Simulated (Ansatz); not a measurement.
**CoSn: element substitutions**

The parent structure is CoSn (space group P6/mmm, No. 191; non-magnetic).

CoSn is taken in the hexagonal space group P6/mmm (No. 191), Pearson symbol hP6. Lattice parameters: a = 5.2179 Å, b = 5.2179 Å, c = 4.1725 Å, α = 90.00°, β = 90.00°, γ = 120.00°. Co on 3f is surrounded by 6 Sn at 2.573–2.609 Å and 4 Co at 2.609 Å. Sn1 on 1a is surrounded by 6 Co at 2.609 Å. Sn2 on 2d has 6 Co at 2.573 Å and 3 Sn at 3.013 Å. (Neighbours: up to the widest gap in distance over summed covalent radii, below 1.35, at either atom.)

Each row replaces one element on all its sites; cell and atoms are relaxed.

The values are results of DFT with PBEsol, PAW potentials and a 420 eV plane-wave cutoff in Ansatz (a quantum-chemistry and plane-wave program), without spin-orbit coupling, not measurements.

```csv
case,lattice parameter a,c/a ratio
base,521.8 pm,0.800
Co → As,603.2 pm,0.810
Sn → Ir,477.9 pm,0.879
Co → Ge,597.5 pm,0.827
```

The magnetic state is the one reached from the starting moments; the real material's order can differ, and small cells can't hold many antiferromagnetic ones. Stability against distortions was not tested. As relaxed here, SnAs, CoIr and SnGe are hypothetical phases, not in the database extracts checked. Starting moments died away, wholly or in part, for the base; another magnetic solution may exist. Spin-polarised in the final run: CoIr; the other runs are not. An odd electron count without spin: SnAs and CoSn.
